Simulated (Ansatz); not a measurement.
Consider Al in the fcc (Cu type) structure (space group Fm-3m, No. 225; a = 4.014 Å).

The values are results of plane-wave PAW DFT at the PBEsol level (Ansatz, a first-principles code, 420 eV), no spin-orbit coupling, not measurements.

Before the change:

| Item | Value |
|---|---|
| Density | 2.77 g/cm³ |

Modification: a hydrostatic pressure of 1.8 GPa.

Q: Predict the new density.

A: The density grows by 0.06 g/cm³, from 2.77 g/cm³ to 2.83 g/cm³.

Load acts through the strain it causes; cell and atoms are relaxed under it. Whether these cells are dynamically stable was not tested.
